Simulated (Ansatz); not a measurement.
The reference is PbS in the rock salt structure (space group Fm-3m, No. 225; a = 6.0092 Å).

(Cell as relaxed with PBE.)

Levels (all Ansatz, a quantum-chemistry and plane-wave program, PAW): PBE (420 eV, without spin-orbit coupling); PBEsol (420 eV, spin-orbit coupling left out).

Each level relaxes its own structure.

```json
[
 {"base": "volume per atom", "PBE": "27.12 Å³", "PBEsol": "25.71 Å³"},
 {"base": "lattice parameter a", "PBE": "6.009 Å", "PBEsol": "5.903 Å"},
 {"base": "band gap", "PBE": "0.49 eV", "PBEsol": "0.19 eV"}
]
```

Now apply this change: electrons 5.0×10^20 cm⁻³, on a uniform background at fixed cell.

```json
[
 {"quantity": "shift of the gap caused by the change", "PBE": "-0.01 eV", "PBEsol": "?"},
 {"quantity": "valley order (the lowest conduction-band minima on the path, energy above the VBM, named in the base's zone)", "PBE": "L along ⟨111⟩ 0.48 eV; a point along ⟨110⟩, about 0.6 Å⁻¹ from Γ 1.35 eV", "PBEsol": "?"},
 {"quantity": "Fermi level relative to the doped band's edge (positive inside the band; to 0.05 eV)", "PBE": "+0.35 eV", "PBEsol": "?"}
]
```

Problem. Given the PBE results, estimate those of PBEsol.

Solution. 
- shift of the gap caused by the change, PBEsol: -0.01 eV
- valley order (the lowest conduction-band minima on the path, energy above the VBM, named in the base's zone), PBEsol: L along ⟨111⟩ 0.18 eV; a point along ⟨110⟩, about 0.7 Å⁻¹ from Γ 1.13 eV
- Fermi level relative to the doped band's edge (positive inside the band; to 0.05 eV), PBEsol: +0.40 eV

Both order the valleys alike; the two agree on the shift of the gap caused by the change. Neither level is exact; PBEsol is the comparison here, not a measurement.

Charged cell with a jellium background: band edges are those of the host's band count, energies are not comparable with the neutral cell, and many-body gap narrowing is missing. With Pb present, leaving out spin-orbit coupling can change the band edges. Stability against distortions was not tested. The base started in P3_121 and relaxed to Fm-3m at this level. The zero or small gap of PbS can change with the level of theory.
